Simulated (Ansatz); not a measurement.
We look at the energy of the reaction as written. Reaction: cell B + H2 (gas) → cell A. A negative value means that the right-hand side lies lower.

Cell A: a slab of C (diamond, Fd-3m) cut along (111), 95 atoms, hexagonal cell of 7.55 Å (49.3 Å²), symmetry P3m1, 12.4 Å thick under 17 Å of vacuum, in-plane vectors held at the crystal's; planes from bottom to top: H9 | C9 × 8 | H9 | H | CH3; added, foreign or displaced atoms, above the top plane and below the bottom plane: 18 times H bound to 1 C at 1.11 Å; CH4 with no bond to the solid, its nearest contact C···C 4.31 Å; spin state with PBE: run without spin, k-point mesh 4×4×1.
```
CELL_PARAMETERS angstrom
      7.54530     0.00000     0.00000
     -3.77265     6.53443     0.00000
      0.00000     0.00000    29.01905
ATOMIC_POSITIONS crystal
  C  0.00000 0.00000 0.31519
  C  0.00000 0.33333 0.31519
  C  0.00000 0.66667 0.31519
  C  0.33333 0.00000 0.31519
  C  0.33333 0.33333 0.31519
  C  0.33333 0.66667 0.31519
  C  0.66667 0.00000 0.31519
  C  0.66667 0.33333 0.31519
  C  0.66667 0.66667 0.31519
  C  0.11111 0.22222 0.33196
  C  0.11111 0.55556 0.33196
  C  0.11111 0.88889 0.33196
  C  0.44444 0.22222 0.33196
  C  0.44444 0.55556 0.33196
  C  0.44444 0.88889 0.33196
  C  0.77778 0.22222 0.33196
  C  0.77778 0.55556 0.33196
  C  0.77778 0.88889 0.33196
  C  0.11111 0.22222 0.38534
  C  0.11111 0.55556 0.38534
  C  0.11111 0.88889 0.38534
  C  0.44444 0.22222 0.38534
  C  0.44444 0.55556 0.38534
  C  0.44444 0.88889 0.38534
  C  0.77778 0.22222 0.38535
  C  0.77778 0.55556 0.38534
  C  0.77778 0.88889 0.38534
  C  0.22222 0.44444 0.40299
  C  0.22222 0.77778 0.40299
  C  0.22222 0.11110 0.40299
  C  0.55556 0.44444 0.40299
  C  0.55556 0.77778 0.40299
  C  0.55555 0.11111 0.40299
  C  0.88889 0.44445 0.40299
  C  0.88890 0.77778 0.40299
  C  0.88889 0.11111 0.40299
  C  0.22221 0.44444 0.45611
  C  0.22221 0.77779 0.45611
  C  0.22221 0.11109 0.45611
  C  0.55556 0.44444 0.45611
  C  0.55556 0.77779 0.45611
  C  0.55555 0.11111 0.45612
  C  0.88889 0.44445 0.45612
  C  0.88891 0.77779 0.45611
  C  0.88889 0.11111 0.45612
  C  0.33332 0.66668 0.47375
  C  0.33333 0.00000 0.47377
  C  0.33332 0.33330 0.47375
  C  0.66670 0.66668 0.47375
  C  0.66667 0.00000 0.47377
  C  0.66667 0.33333 0.47377
  C  0.00000 0.66667 0.47377
  C  0.00000 0.00000 0.47377
  C  0.00000 0.33333 0.47377
  C  0.33331 0.66669 0.52712
  C  0.33333 0.00000 0.52716
  C  0.33331 0.33329 0.52712
  C  0.66671 0.66669 0.52712
  C  0.66667 0.00000 0.52715
  C  0.66667 0.33333 0.52715
  C  0.00000 0.66667 0.52716
  C  0.00000 0.00000 0.52716
  C  0.00000 0.33333 0.52715
  C  0.44445 0.88887 0.54392
  C  0.44445 0.22224 0.54392
  C  0.44444 0.55556 0.54381
  C  0.77776 0.88887 0.54392
  C  0.77778 0.22222 0.54392
  C  0.77776 0.55555 0.54392
  C  0.11111 0.88889 0.54393
  C  0.11113 0.22224 0.54392
  C  0.11113 0.55555 0.54392
  H  0.44443 0.88880 0.58212
  H  0.44443 0.22230 0.58212
  C  0.44444 0.55556 0.69250
  H  0.77770 0.88880 0.58212
  H  0.77778 0.22222 0.58212
  H  0.77770 0.55557 0.58212
  H  0.11111 0.88889 0.58213
  H  0.11120 0.22230 0.58212
  H  0.11120 0.55557 0.58212
  H  0.00000 0.00000 0.27699
  H  0.99999 0.33333 0.27699
  H  0.00000 0.66666 0.27699
  H  0.33334 0.00000 0.27699
  H  0.33333 0.33333 0.27699
  H  0.33333 0.66667 0.27699
  H  0.66667 0.00001 0.27699
  H  0.66667 0.33333 0.27699
  H  0.66667 0.66667 0.27699
  H  0.52348 0.47652 0.70504
  H  0.52348 0.71363 0.70504
  H  0.28637 0.47652 0.70504
  H  0.44444 0.55556 0.58197
  H  0.44444 0.55556 0.65477
```

Cell B: a slab of C (diamond, Fd-3m) cut along (111), 93 atoms, hexagonal cell of 7.55 Å (49.3 Å²), symmetry P3m1, 9.8 Å thick under 16 Å of vacuum, in-plane vectors held at the crystal's; planes from bottom to top: H9 | C9 × 8 | H8 | CH3, its two faces unlike (dipole correction applied); added, foreign or displaced atoms, above the top plane and below the bottom plane and within the planes: six times H bound to 1 C at 1.10 Å; 11 times H bound to 1 C at 1.11 Å; three times H bound to 1 C at 1.09 Å; spin state with PBE: run without spin, k-point mesh 4×4×1.
```yaml
crystal:
  lattice:
    - [7.54530, 0.00000, 0.00000]
    - [-3.77265, 6.53443, 0.00000]
    - [0.00000, 0.00000, 25.66857]
  atoms:
    - { symbol: C, position: [0.00001, 0.99999, 0.35503] }
    - { symbol: C, position: [0.00004, 0.33335, 0.35494] }
    - { symbol: C, position: [0.00001, 0.66669, 0.35503] }
    - { symbol: C, position: [0.33331, 0.99999, 0.35503] }
    - { symbol: C, position: [0.33335, 0.33337, 0.35498] }
    - { symbol: C, position: [0.33335, 0.66665, 0.35498] }
    - { symbol: C, position: [0.66665, 0.99996, 0.35494] }
    - { symbol: C, position: [0.66665, 0.33335, 0.35494] }
    - { symbol: C, position: [0.66663, 0.66665, 0.35498] }
    - { symbol: C, position: [0.11115, 0.22229, 0.37394] }
    - { symbol: C, position: [0.11115, 0.55552, 0.37394] }
    - { symbol: C, position: [0.11111, 0.88889, 0.37402] }
    - { symbol: C, position: [0.44448, 0.22229, 0.37394] }
    - { symbol: C, position: [0.44444, 0.55556, 0.37396] }
    - { symbol: C, position: [0.44448, 0.88885, 0.37394] }
    - { symbol: C, position: [0.77778, 0.22222, 0.37387] }
    - { symbol: C, position: [0.77771, 0.55552, 0.37394] }
    - { symbol: C, position: [0.77771, 0.88885, 0.37394] }
    - { symbol: C, position: [0.11118, 0.22235, 0.43427] }
    - { symbol: C, position: [0.11118, 0.55549, 0.43427] }
    - { symbol: C, position: [0.11111, 0.88889, 0.43436] }
    - { symbol: C, position: [0.44451, 0.22235, 0.43427] }
    - { symbol: C, position: [0.44444, 0.55556, 0.43431] }
    - { symbol: C, position: [0.44451, 0.88882, 0.43427] }
    - { symbol: C, position: [0.77778, 0.22222, 0.43417] }
    - { symbol: C, position: [0.77765, 0.55549, 0.43427] }
    - { symbol: C, position: [0.77765, 0.88882, 0.43427] }
    - { symbol: C, position: [0.22237, 0.44452, 0.45431] }
    - { symbol: C, position: [0.22239, 0.77761, 0.45423] }
    - { symbol: C, position: [0.22239, 0.11144, 0.45423] }
    - { symbol: C, position: [0.55548, 0.44452, 0.45431] }
    - { symbol: C, position: [0.55548, 0.77763, 0.45431] }
    - { symbol: C, position: [0.55564, 0.11115, 0.45415] }
    - { symbol: C, position: [0.88885, 0.44436, 0.45415] }
    - { symbol: C, position: [0.88856, 0.77761, 0.45423] }
    - { symbol: C, position: [0.88885, 0.11115, 0.45415] }
    - { symbol: C, position: [0.22244, 0.44455, 0.51446] }
    - { symbol: C, position: [0.22241, 0.77759, 0.51425] }
    - { symbol: C, position: [0.22241, 0.11148, 0.51425] }
    - { symbol: C, position: [0.55545, 0.44455, 0.51446] }
    - { symbol: C, position: [0.55545, 0.77756, 0.51446] }
    - { symbol: C, position: [0.55562, 0.11114, 0.51414] }
    - { symbol: C, position: [0.88886, 0.44438, 0.51414] }
    - { symbol: C, position: [0.88852, 0.77759, 0.51425] }
    - { symbol: C, position: [0.88886, 0.11114, 0.51414] }
    - { symbol: C, position: [0.33365, 0.66635, 0.53463] }
    - { symbol: C, position: [0.33327, 0.99997, 0.53394] }
    - { symbol: C, position: [0.33365, 0.33397, 0.53463] }
    - { symbol: C, position: [0.66603, 0.66635, 0.53463] }
    - { symbol: C, position: [0.66669, 0.00004, 0.53417] }
    - { symbol: C, position: [0.66669, 0.33331, 0.53417] }
    - { symbol: C, position: [0.00003, 0.66673, 0.53394] }
    - { symbol: C, position: [0.00003, 0.99997, 0.53394] }
    - { symbol: C, position: [0.99996, 0.33331, 0.53417] }
    - { symbol: C, position: [0.33329, 0.66671, 0.59526] }
    - { symbol: C, position: [0.33314, 0.99990, 0.59393] }
    - { symbol: C, position: [0.33329, 0.33326, 0.59526] }
    - { symbol: C, position: [0.66674, 0.66671, 0.59526] }
    - { symbol: C, position: [0.66678, 0.00023, 0.59442] }
    - { symbol: C, position: [0.66678, 0.33322, 0.59442] }
    - { symbol: C, position: [0.00010, 0.66686, 0.59393] }
    - { symbol: C, position: [0.00010, 0.99990, 0.59393] }
    - { symbol: C, position: [0.99977, 0.33322, 0.59442] }
    - { symbol: C, position: [0.44420, 0.89004, 0.61334] }
    - { symbol: C, position: [0.44420, 0.22083, 0.61334] }
    - { symbol: C, position: [0.44444, 0.55556, 0.61634] }
    - { symbol: C, position: [0.77917, 0.89004, 0.61334] }
    - { symbol: C, position: [0.77778, 0.22222, 0.61335] }
    - { symbol: C, position: [0.77917, 0.55580, 0.61334] }
    - { symbol: C, position: [0.11111, 0.88889, 0.61294] }
    - { symbol: C, position: [0.10996, 0.22083, 0.61334] }
    - { symbol: C, position: [0.10996, 0.55580, 0.61334] }
    - { symbol: H, position: [0.44357, 0.89558, 0.65632] }
    - { symbol: H, position: [0.44357, 0.21466, 0.65632] }
    - { symbol: C, position: [0.44444, 0.55556, 0.67659] }
    - { symbol: H, position: [0.78534, 0.89558, 0.65632] }
    - { symbol: H, position: [0.77778, 0.22222, 0.65655] }
    - { symbol: H, position: [0.78534, 0.55643, 0.65632] }
    - { symbol: H, position: [0.11111, 0.88889, 0.65614] }
    - { symbol: H, position: [0.10442, 0.21466, 0.65632] }
    - { symbol: H, position: [0.10442, 0.55643, 0.65632] }
    - { symbol: H, position: [0.00009, 0.99991, 0.31184] }
    - { symbol: H, position: [0.00020, 0.33344, 0.31176] }
    - { symbol: H, position: [0.00009, 0.66685, 0.31184] }
    - { symbol: H, position: [0.33315, 0.99991, 0.31184] }
    - { symbol: H, position: [0.33338, 0.33343, 0.31180] }
    - { symbol: H, position: [0.33338, 0.66662, 0.31180] }
    - { symbol: H, position: [0.66656, 0.99980, 0.31176] }
    - { symbol: H, position: [0.66656, 0.33344, 0.31176] }
    - { symbol: H, position: [0.66657, 0.66662, 0.31180] }
    - { symbol: H, position: [0.52196, 0.47804, 0.69261] }
    - { symbol: H, position: [0.52196, 0.71058, 0.69261] }
    - { symbol: H, position: [0.28942, 0.47804, 0.69261] }
```

Reference: an isolated H2 molecule (singlet) in a box of 11 × 11 × 13 Å.

Computed with Ansatz (plane waves, PAW), its default PAW set, cutoff 420 eV, 500 eV for r2SCAN. The structures are at rest with PBE+D3(BJ), within the held lattices; other levels are single points on them. HSE06 runs on coarser k-point meshes, mended by the PBE difference between the two meshes. Neutral cells; Fermi-Dirac smearing of at most 0.05 eV in the solids, energies taken to zero width. The lattices are those relaxed with PBE+D3(BJ), so at other levels the solids can be strained, which adds to the spread. Larger cells are relaxed from a start prepared with the learned potential CHGNet, on a coarser mesh till forces fall under 0.03 eV/Å, which some starts already meet. A dispersion term (D3(BJ), or D4 for r2SCAN) was computed beside these levels and is taken off wherever the name lacks it. Nuclei at rest; no vibrational terms. No structure search was made; lower ones may exist. No correction for cell size. Cell A has symmetry P3m1 and got no random move, so less symmetric positions, which may lie lower, weren't tried. Cell B has symmetry P3m1 and got no random move, so less symmetric positions, which may lie lower, weren't tried.

Q: Give the value at the level HSE06.

A: -1.22 eV, for cell B + H2 (gas) → cell A.

Q: What do the other levels give, and how wide is the spread?

A: 
```json
[
 {"Level": "PBE", "value (eV)": "-1.23", "less HSE06": "-0.01"},
 {"Level": "PBE+D3(BJ)", "value (eV)": "-1.07", "less HSE06": "0.15"},
 {"Level": "r2SCAN", "value (eV)": "-1.14", "less HSE06": "0.08"},
 {"Level": "r2SCAN+D4", "value (eV)": "-1.08", "less HSE06": "0.14"}
]
```

The levels span 0.16 eV, from PBE (-1.23) to PBE+D3(BJ) (-1.07).

Ansatz is a first-principles code.
